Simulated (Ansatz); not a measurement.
**Zr2B (model structure, started from the Ca2N type, R-3m, No. 166, 3 atoms in the cell)**

Computed with LDA (Ansatz, an electronic-structure program, PAW).

Run with plane-wave cutoff 520 eV, 18×18×18 k mesh, Fermi–Dirac smearing 0.05 eV, scalar-relativistic PAW data made under PBE.

Cell (relaxed at this level):

```xyz
3
Lattice="1.6956 0.9790 5.3138 -1.6956 0.9790 5.3138 0.0000 -1.9579 5.3138" Properties=species:S:1:pos:R:3 pbc="T T T"
Zr     0.0000     0.0000    11.9305
Zr     0.0000     0.0000     4.0110
B      0.0000     0.0000     0.0000
```

```json
{
 "band_gap": "zero (no gap)"
}
```

Note: the relaxation could raise the start's symmetry but not lower it, so the cell can be a saddle point.

Spin–orbit coupling is not included.

Cost on a shared machine: roughly 9 core-minutes.

A model structure was made by putting elements into a prototype or built by hand; it is no filed structure, need not be a known phase, and can be a saddle point held by its symmetry.
